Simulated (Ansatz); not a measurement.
SiC: biaxial strain +1.91 %, plane normal [001], relaxed out of plane

The parent structure is SiC (space group P6_3mc, No. 186; a = 3.0787 Å, c = 15.1079 Å). Axes: x lies along a and z along c of the hexagonal cell.

Now apply this change: biaxial strain +1.91 %, plane normal [001], relaxed out of plane (Cartesian); in-plane vectors clamped, the third vector and the atoms free.

Method: r2SCAN in Ansatz (plane waves to 500 eV, PAW, without spin-orbit coupling), earlier PAW set. k-mesh 10×10×2 (Γ-centred); smearing 0.05 eV (Fermi–Dirac).

The space group is still P6_3mc (No. 186) and the shortest interatomic distance increases by 0.007 Å to 1.891 Å. The pressure (mean of the normal stresses, compression positive) goes from zero to -7.32 GPa and the band gap decreases by 0.084 eV to 2.30 eV (an upper bound: an edge found on the path is not a true extremum; both cells). The out-of-plane strain is -0.33 % and the ratio −ε⊥/ε∥ is 0.17. The mean in-plane stress (compression positive) amounts to -11.0 GPa.

Final structure (turned so that z lies along the plane normal):

```
CELL_PARAMETERS angstrom
      3.13748     0.00000     0.00000
      1.56874     2.71714     0.00000
      0.00000     0.00000    15.05822
ATOMIC_POSITIONS crystal
  Si 0.00000 0.00000 0.00011
  Si 0.00000 0.00000 0.50011
  Si 0.66667 0.66667 0.83339
  Si 0.33333 0.33333 0.33339
  Si 0.66667 0.66667 0.16693
  Si 0.33333 0.33333 0.66693
  C  0.00000 0.00000 0.87411
  C  0.00000 0.00000 0.37411
  C  0.66667 0.66667 0.70779
  C  0.33333 0.33333 0.20779
  C  0.66667 0.66667 0.04136
  C  0.33333 0.33333 0.54136
```

Whether these cells are dynamically stable was not tested.

Ansatz is an electronic-structure program.
